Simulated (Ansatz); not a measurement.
We consider BaC2 (C2/c, No. 15; cell taken from a computed entry), described by PBEsol (Ansatz, an electronic-structure program, plane waves, PAW).

Run with plane-wave cutoff 500 eV, 10×10×6 k mesh (along the axes of the cell as run), gaussian smearing 0.02 eV, scalar-relativistic PAW data made under PBE.

Computed at the level's own relaxed cell.

Question: Estimate the volume per atom and band gap that the calculation returns.

Answer: 
* **volume per atom**: 22.54 Å³/atom
* **band gap**: 2.03 eV (on the SCF k mesh)

Note: the relaxation could not lower the start's symmetry, so the cell can be a saddle point above a distorted one.

Spin–orbit coupling is not included.

The computed numbers hold no vibrational or temperature effects.

Cost on a shared machine: very roughly 4 core-minutes.
